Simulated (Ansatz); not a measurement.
# Input and output of a self-consistent single point for a (101) slab of Sr2CuPtO2 (cut from a parent of space group no. 123; 12 atoms in the cell) (Ansatz)

Level of theory: revPBE, default PAW files made with PBE (plane waves; Ansatz, an electronic-structure program).

Input as run:

Ansatz 0.2 input:
```yaml
# CuPtSr2O2
crystal:
  lattice:
    - [3.92464000, 0.00000000, 0.00000000]
    - [0.00000000, 8.02766500, 0.00000000]
    - [0.00000000, 0.00000000, 18.02180000]
  atoms:
    - { symbol: Sr, position: [0.50000000, 0.82410900, 0.33293000] }
    - { symbol: Sr, position: [0.50000000, 0.21811700, 0.43128900] }
    - { symbol: Sr, position: [0.50000000, 0.58509600, 0.52290000] }
    - { symbol: Sr, position: [0.50000000, 0.97910400, 0.62126400] }
    - { symbol: Cu, position: [0.00000000, 0.52111300, 0.38210900] }
    - { symbol: Cu, position: [0.00000000, 0.28210000, 0.57208500] }
    - { symbol: Pt, position: [0.00000000, 0.90160700, 0.47709400] }
    - { symbol: Pt, position: [0.00000000, 0.66259400, 0.66707000] }
    - { symbol: O, position: [0.50000000, 0.52111300, 0.38210900] }
    - { symbol: O, position: [0.00000000, 0.40160700, 0.47709400] }
    - { symbol: O, position: [0.50000000, 0.28210000, 0.57208500] }
    - { symbol: O, position: [0.00000000, 0.16259400, 0.66707000] }
basis:
  ecutwfc: 420.0
kpoints:
  mp_grid: { grid: [6, 3, 1] }
hamiltonian:
  xc: revpbe
  pseudopotentials: { kind: paw }
efield:
  axis: 3
  dipole_correction: true
scf:
  occupations: { method: cold, width: 0.2 }
output:
  forces: true
  eigenvalues: true
```

The program printed (abridged):

```
WARN ansatz: RAYON_NUM_THREADS=1 ignored (pool sized by the plan → 1); use --threads N
Pseudopotentials: kind: paw
Pseudopotential: Sr, paw, valence charge 10
Pseudopotential: Cu, paw, valence charge 19
Pseudopotential: Pt, paw, valence charge 18
Pseudopotential: O, paw, valence charge 6
Crystal: 12 atoms, lattice volume = 567.789 Å³
Basis set: ecut = 420 eV, 11103 PW (Γ), exchange–correlation on 54×108×250 points (8 copies of the dense FFT grid, shifted against one another)
Bands: 83, of which v1, the nominal top of the filled ones, is band 69 counted from 1 (68 counted from 0)
Symmetry: 2 space group operations
Space group: Pm (ITA 6), of the structure as read, at distance tolerance 8.3e-5 Å
k-points: 8 of 18 (time reversal used)
PAW frozen core: Sr, regenerated for the run's functional, and the local potential with it
PAW frozen core: Cu, regenerated for the run's functional, and the local potential with it
PAW frozen core: Pt, regenerated for the run's functional, and the local potential with it
PAW frozen core: O, regenerated for the run's functional, and the local potential with it
Initial density: superposition of atomic densities (neutral atoms: chi_scale 0, normalization atom), corrected by the library's trained network
Initial wavefunctions: pseudopotential atomic-orbital guess
Eigensolver: davidson
Functional: x = revpbe(κ = 1.245, μ = 0.2195149727645171), c = pbe(β = 0.06672455060314922)
SCF iter   1: F=—  HF=-54794.952112 eV  |F-HF|=—  |Δ(HF+E_count)|=         —  Δρ=1.03e-2  dr2=1.35e0  ethr=1.77e-3  p=-0.642 e·Å  D=-2.05e-1 V/Å  ΔV_dip=3.69 eV  dr2_dipole=2.82e-1  V_vac-E_F(+/−)=6.11/2.43 eV  ⟨swp⟩=11.9  Hψ=3699  notcnv=0
all-band conjugate gradients solve this SCF's bands
efield: sawtooth ramp at fractional position 0.9500 (placed from the atoms, in the widest stretch of the axis that holds none …
preconditioner: auto → LDOS
SCF iter   2: F=—  HF=-54795.028522 eV  |F-HF|=—  |Δ(HF+E_count)|=   7.64e-2  S|Δr|=    0.00e0  Δρ=1.85e-2  dr2=4.07e0  ethr=9.75e-4  p=-0.613 e·Å  D=-1.95e-1 V/Å  ΔV_dip=3.52 eV  dr2_dipole=6.62e-1  V_vac-E_F(+/−)=5.88/2.36 eV  ⟨swp⟩=2.0  Hψ=925  [...]
   [... lines left out ...]
SCF iter  16: F=-54794.901469 eV  HF=-54794.901469 eV  |F-HF|=1.15e-8  |Δ(HF+E_count)|=   2.03e-8  S|Δr|=    0.00e0  Δρ=1.75e-6  dr2=1.81e-8  ethr=7.25e-11  p=-0.608 e·Å  D=-1.94e-1 V/Å  ΔV_dip=3.49 eV  dr2_dipole=5.87e-11  V_vac-E_F(+/−)=6.01/2.52 [...]
WARN: efield: at this solve's end the planar-averaged density reaches 1.98e-4 e/Å³ inside the ramp window [0.8945, 0.1055] (bound 1e-5 e/Å³) …
SCF 1 converged in 16 iterations: F = -54794.901469 eV  dr2 = 1.81e-8
SCF converged after 16 iterations
Stability not checked (fill_not_monotonic)
Free energy (F): -54794.901469 eV
Harris-Foulkes:  -54794.901469 eV  (|F-HF|=1.15e-8)
Internal energy: -54795.068739 eV  (E = F + TS)
E sigma→0 (E₀):  -54794.957225 eV
Entropy (-TS):   0.167270 eV (13.939 meV/atom)
Fermi energy:    1.428187 eV
Dipole field:    D = -0.193632 V/Å  (p = -0.607578 e·Å, saw-weighted, corrected)
Work function:   Φ+ = 6.0129 eV   Φ− = withheld (plateau slope 2.4e-2 eV/Å)
Levels:          The Fermi level and band energies are counted from a zero that moves with the ramp; work functions are not
Vacuum region:   at the solve's end the planar-averaged density reaches 1.98e-4 e/Å³ inside the ramp window [0.8945, 0.1055] (bound 1e-5 e/Å³)
--- Per-component energies (eV) ---
  E_band       = -3015.871505
  E_kinetic    = 3548.011868
  E_local      = -84085.657573  (includes V_loc(G=0)·N_el)
  E_nonlocal   = 2177.373074
  E_hartree    = 39484.844280
  E_xc         = -1687.957284
  E_vxc        = -1852.241495  (∫ρ·V_xc dr)
  E_paw        = -33691.112436  (= ΣΔE_a)
  E_vpaw       = -1778.074697  (= ΣTr[D̂ρ^β])
  E_aug_tail   = 0.010680  (compensation charges beyond the density's cutoff)
  E_efield     = 0.058823  (sawtooth field / dipole correction)
  E_vefield    = 4.998249  (∫n·V_field dr)
  E_ewald      = 19459.727600
  E_core_change = -0.367770  (= ΣΔE_core)
  E_smearing   = 0.167270  (= −TS)
  E_closure    = 0.000000  (closes the sum)
  Σ components = -54794.901469   (vs F -54794.901469, Δ=0.00e0)
--- Forces (eV/Å), atoms counted from 1 ---
  atom   1  Sr    -0.00000000    -1.28736170     1.02418893
  atom   2  Sr     0.00000000     0.71141248     1.04600024
  atom   3  Sr    -0.00000000    -0.34985293     0.71028586
  atom   4  Sr     0.00000000     1.33135957     1.49759558
  atom   5  Cu     0.00000000     0.61388576    -0.70256424
   [... lines left out ...]
  atom   8  Pt     0.00000000     0.25800605    -0.94166626
  atom   9  O      0.00000000     0.78156503    -0.87733095
  atom  10  O     -0.00000000    -0.89167246     0.49087466
  atom  11  O     -0.00000000    -0.27303535    -1.19819749
  atom  12  O     -0.00000000    -0.37151199    -1.93977973
  max |Σ_I F_I| component: 1.06e-3 eV/Å
--- Band table (eV; the first three rows and the last of 8) ---
  k-point 0: bands = ["-111.3208", "-110.6399", "-95.1504", "-94.1676", "-68.8310", "-68.7651", "-68.2489", "-68.0495", "-68.0083", "-67.8605", "-49.4945", "-49.4178", "-49.3665", "-48.5396", "-48.4811", "-48.3675", "-34.7437", "-33.2051", [...]
  k-point 1: bands = ["-111.3208", "-110.6399", "-95.1504", "-94.1676", "-68.8310", "-68.7651", "-68.2489", "-68.0495", "-68.0083", "-67.8605", "-49.4945", "-49.4178", "-49.3665", "-48.5396", "-48.4811", "-48.3675", "-34.7437", "-33.2051", [...]
  k-point 2: bands = ["-111.3208", "-110.6400", "-95.1504", "-94.1676", "-68.8310", "-68.7651", "-68.2489", "-68.0495", "-68.0083", "-67.8605", "-49.4945", "-49.4185", "-49.3664", "-48.5403", "-48.4810", "-48.3674", "-34.7401", "-33.2007", [...]
  k-point 7: bands = ["-111.3208", "-110.6399", "-95.1504", "-94.1676", "-68.8310", "-68.7652", "-68.2489", "-68.0496", "-68.0083", "-67.8605", "-49.4943", "-49.4208", "-49.3663", "-48.5424", "-48.4809", "-48.3673", "-34.7294", "-33.1878", [...]
```

The run converged in 16 iterations.

The starting cell comes from a database of computed structures (which also holds hypothetical and non-ambient phases and stackings), without a prior relaxation at this level. The slab is cut from that crystal, and its faces are unrelaxed. Spin-orbit coupling is off. Spin polarisation is off, so a magnetic state, if there is one, cannot be reached. Forces in this geometry exceed 1 eV/Å.

Cost on one core of a shared machine: roughly 70 s.
